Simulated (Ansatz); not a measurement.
The starting structures come from a database of crystals and need not be the phases stable at ambient conditions.

The decay constant κ of evanescent states in the gap governs leakage through a thin film.

```
CELL_PARAMETERS angstrom
      7.94058    -0.03378    -0.03110
      0.67878     7.91159    -0.03110
      3.09938     2.83273     2.60836
ATOMIC_POSITIONS crystal
  Ti 0.00000 0.00000 0.00000
  Tl 0.33333 0.66667 0.29492
  Tl 0.66667 0.33333 0.70508
  F  0.14597 0.85403 0.78592
  F  0.85403 0.14597 0.21408
  F  0.14597 0.29194 0.34800
  F  0.85403 0.70806 0.65200
  F  0.70806 0.85403 0.22383
  F  0.29194 0.14597 0.77617
```

Space group of this cell: P-3m1. The cell was relaxed by PBE-D3(BJ); by r2SCAN its mean pressure is -3.8 GPa.

Transport runs along the normal of the first two printed cell vectors, the (111) plane of the conventional cell.

The gap is the functional's own. No spin-orbit coupling. Mid-gap values are interpolated on the energy grid.

Q: Predict the band gap and the smallest decay constant κ at mid-gap from r2SCAN run with Ansatz (a program for electronic structure).

A: Gap 4.62 eV on a 12×12×12 mesh; κ = 0.453 1/Å, at (0.500, 0.000) of the in-plane reciprocal vectors. At the zone centre, at the nearest computed energy, the slowest state has κ = 0.52 1/Å.
